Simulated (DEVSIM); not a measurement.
Structure: Schottky contact on n-type GaP, at 300 K.

Layer 1 from the left is GaP, thickness (μm) 1.60, Nd (cm⁻³) 7.3e16, τn (s) 2e-6, τp (s) 2e-6.

Left contact: Schottky, work function 5.14 eV, emission velocity 2.8e6 cm/s. Right contact: ohmic. Voltage is applied to the left contact. Recombination: SRH at mid-gap, radiative, Auger. Mobility is constant in doping.

This is a model device: material constants are rounded textbook-type values typed into the input, and sizes, dopings and lifetimes were drawn at random. Values at 300 K.

GaP: gap (eV) 2.26, affinity (eV) 3.8, permittivity 11.1, Nc (cm⁻³) 1.8e19, Nv (cm⁻³) 1.9e19, μn (cm²/Vs) 250, μp (cm²/Vs) 150, B (cm³/s) 1e-13, Cn (cm⁶/s) 1e-30, Cp (cm⁶/s) 1e-30.

Model (solved in DEVSIM): 1D drift-diffusion, Boltzmann statistics, complete ionisation; no tunnelling, impact ionisation, image-force lowering or self-heating. Metal contacts follow the ideal Schottky-Mott rule: no Fermi-level pinning, no interface dipoles.

Question: What does the simulation give for the potential step across the device at zero bias, the largest field in the device at zero bias, the dark forward voltage at 100 A/cm², the dark forward voltage at 1 A/cm²?

Answer: potential step across the device at zero bias 1.198 V; largest field in the device at zero bias 170000 V/cm; dark forward voltage at 100 A/cm² 1.060 V; dark forward voltage at 1 A/cm² 0.933 V.
